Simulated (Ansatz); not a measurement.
Worked example: relaxation of cell and atoms of CoPd3 (Pm-3m, 4 atoms in the cell) in Ansatz (a first-principles code).

Method: PBEsol, default PAW files made with PBE (plane waves; Ansatz).

The change in words: atoms on their sites; basis.ecutwfc: 30.9 Ry → 18.4 Ry; relax: default → cell and atoms. Reference geometry:
```yaml
crystal:
  lattice:
    - [3.83882, 0.00000, 0.00000]
    - [0.00000, 3.83882, 0.00000]
    - [0.00000, 0.00000, 3.83882]
  atoms:
    - { symbol: Co, position: [0.00000, 0.00000, 0.01303], spin: 3.0 }
    - { symbol: Pd, position: [0.00000, 0.50000, 0.50000], spin: 1.0 }
    - { symbol: Pd, position: [0.50000, 0.00000, 0.50000], spin: 1.0 }
    - { symbol: Pd, position: [0.50000, 0.50000, 0.00000], spin: 1.0 }
```
(The spins are starting values, not results.)

Reference input (self-consistent single point, DFT, PBEsol, plane waves, default PAW files made with PBE): basis.ecutwfc = 30.9 Ry; kpoints.mp_grid.grid = 5 5 5; hamiltonian.xc = pbesol; hamiltonian.pseudopotentials = {kind: paw} (the program's default PAW files); magnetization.spin_polarized = true; scf.occupations.method = fermi_dirac; scf.occupations.width = 0.0073 Ry. This run's input differs from it in these lines:

Ansatz 0.2 input:
```diff
@@ -7,3 +7,3 @@
   atoms:
-    - { symbol: Co, position: [0.000000, 0.000000, 0.013025], spin: 3.0 }
+    - { symbol: Co, position: [0.000000, 0.000000, 0.000000], spin: 3.0 }
     - { symbol: Pd, position: [0.000000, 0.500000, 0.500000], spin: 1.0 }
@@ -12,3 +12,3 @@
 basis:
-  ecutwfc: 30.9 Ry
+  ecutwfc: 18.4 Ry
 kpoints:
@@ -22,2 +22,4 @@
   occupations: { method: fermi_dirac, width: 0.0073 Ry }
+relax:
+  cell: {}
 output:
```

Log, with long lists cut:

```
   [... SCF lines of the steps left out ...]
relax step   1: F+E_penalty+E_count = -25803.47044332 eV  Δ(F+E_penalty+E_count) = +0.000e0 eV  max|allowed force component| = 5.864e-29 eV/Å  Δτ_max = 0.0000 Å  P = +4.750 GPa  Ω = 56.571 Å³  (13 SCF iters, dr2 threshold 1.00e-7 eV, accepted)
relax step   2: F+E_penalty+E_count = -25800.96161742 eV  Δ(F+E_penalty+E_count) = +2.509e0 eV  max|allowed force component| = 9.664e-30 eV/Å  Δτ_max = 0.0000 Å  P = -34.330 GPa  Ω = 58.718 Å³  energy of the carried Pulay correction = -2.310e0 eV  [...]
   [... lines left out ...]
relax step 119: F+E_penalty+E_count = -25803.28857207 eV  Δ(F+E_penalty+E_count) = -3.133e-7 eV  max|allowed force component| = 2.978e-29 eV/Å  Δτ_max = 0.0000 Å  P = +0.422 GPa  Ω = 57.644 Å³  stress off target by 4.22e-1 GPa  SCF on the basis [...]
relax step 120: F+E_penalty+E_count = -25803.26244831 eV  Δ(F+E_penalty+E_count) = +2.612e-2 eV  max|allowed force component| = 1.637e-29 eV/Å  Δτ_max = 0.0000 Å  P = +0.203 GPa  Ω = 57.668 Å³  energy of the carried Pulay correction = -2.617e-2 eV  [...]
Step failed. What follows is not a result of the run: it is the report of the last solve that finished, which converged after 10 SCF iterations.
Magnetization: 2.8270 μB (36.9135 up, 34.0865 down)
Absolute magnetization: 3.0349 μB (∫|ρ↑−ρ↓|, with the PAW one-centre terms)
Spin contamination: 0.0889 ħ² per cell (⟨S²⟩ above its minimum at these occupations)
   [... lines left out ...]
Free energy (F): -25803.262448 eV
Fermi energy:    18.449857 eV
Error: variable-cell relaxation did not converge after 120 `relax_step` rows, as none of its last 41 fresh-basis SCF(s) at a relaxed cell met both thresholds with a finite energy. The last misses `relax.cell.stress_tol`: largest allowed force component 2.98e-29 eV/Å (`relax.f_tol` 1.00e-2 eV/Å), stress off the target on the free part of the cell 4.22e-1 GPa (`relax.cell.stress_tol` 5.00e-2 GPa), F+E_penalty+E_count -25803.28857207 eV. The closest is row 17, whose structure comes with this error. Larger ratio of force or stress to its threshold at each such SCF whose figures are numbers: 59.792, 46.801, 17.738, 9.671, 8.338, 22.947, 8.538, 21.460, 8.943, 8.604, 21.702, 8.807, [...]
   [... lines left out ...]
to start a new deck from the relaxed geometry:
  cell:  # Å, volume = 57.6514 Å³
    - [3.8631067019560885, -4.491830359878147e-33, -2.307103579213876e-34]
    - [-4.602170096275332e-33, 3.8631067019560885, -1.6049416203226965e-35]
    - [-2.307103579213876e-34, 0.0, 3.8631067019560885]
  atoms:
    - { symbol: Co, position: [-7.099858750928382e-48, 6.603759834022511e-47, -3.0597717629524005e-48] }
    - { symbol: Pd, position: [7.895346953612346e-48, 0.5000000000000001, 0.5000000000000001] }
    - { symbol: Pd, position: [0.5000000000000001, 1.5369466188914162e-46, 0.5000000000000001] }
    - { symbol: Pd, position: [0.5000000000000001, 0.5000000000000001, -3.2607729463124787e-49] }
```

The relaxation ended unconverged. 

The starting cell comes from a database of computed structures (which also holds hypothetical and non-ambient phases and stackings), without a prior relaxation at this level. Its lattice was rescaled by up to half a per cent. The cutoff lies below the one recommended for these files.

Cost on one core of a shared machine: roughly 4 min.
